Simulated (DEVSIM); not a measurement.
Device: Schottky contact on p-type GaSb, at 300 K.

| layer (left to right) | material | thickness (μm) | Na (cm⁻³) | τn (s) | τp (s) |
|---|---|---|---|---|---|
| 1 | GaSb | 0.750 | 8.3e15 | 6e-8 | 6e-8 |
| 2 | GaSb | 8.20 | 1.3e18 | 6e-8 | 6e-8 |

Left contact: Schottky, work function 4.406 eV, emission velocity 7.2e6 cm/s. Right contact: ohmic. Voltage is applied to the left contact. Recombination: SRH at mid-gap. Mobility is constant in doping.

The device is made up for the run: typed textbook-type constants, with dimensions and the other settings drawn at random. Values at 300 K.

```
parameter        GaSb
-------------  ------
gap (eV)        0.726
affinity (eV)    4.06
permittivity     15.7
Nc (cm⁻³)      2.1e17
Nv (cm⁻³)      1.8e19
μn (cm²/Vs)      5000
μp (cm²/Vs)       850
```

Simulated with DEVSIM: 1D drift-diffusion, Boltzmann statistics, complete ionisation; no tunnelling, impact ionisation, image-force lowering or self-heating. Metal contacts follow the ideal Schottky-Mott rule: no Fermi-level pinning, no interface dipoles.

Task: Tabulate band edges, carrier densities and field at zero bias.

Result: Energies count from the Fermi level of the right contact; mesh points crowd at the junctions.

```csv
x (μm),Ec (eV),Ev (eV),n (cm⁻³),p (cm⁻³),field (V/cm)
0.000,0.346,-0.380,3.2e11,7.4e12,17000
0.02347,0.384,-0.342,7.5e10,3.2e13,15000
0.07203,0.446,-0.280,6.9e9,3.5e14,10000
0.1613,0.506,-0.220,6.7e8,3.6e15,3600
0.4183,0.527,-0.199,2.9e8,8.3e15,53
0.5889,0.530,-0.196,2.6e8,9.2e15,500
0.6817,0.544,-0.182,1.5e8,1.6e16,3600
0.7366,0.592,-0.134,2.4e7,1.0e17,21000
0.7567,0.653,-0.073,2300000,1.1e18,12000
0.7873,0.658,-0.068,1900000,1.3e18,≈ 0
0.8533,0.658,-0.068,1900000,1.3e18,≈ 0
1.050,0.658,-0.068,1900000,1.3e18,≈ 0
1.372,0.658,-0.068,1900000,1.3e18,≈ 0
2.014,0.658,-0.068,1900000,1.3e18,≈ 0
4.001,0.658,-0.068,1900000,1.3e18,≈ 0
6.440,0.658,-0.068,1900000,1.3e18,≈ 0
7.703,0.658,-0.068,1900000,1.3e18,≈ 0
8.336,0.658,-0.068,1900000,1.3e18,≈ 0
8.723,0.658,-0.068,1900000,1.3e18,≈ 0
8.853,0.658,-0.068,1900000,1.3e18,≈ 0
8.914,0.658,-0.068,1900000,1.3e18,≈ 0
8.950,0.658,-0.068,1900000,1.3e18,≈ 0
```
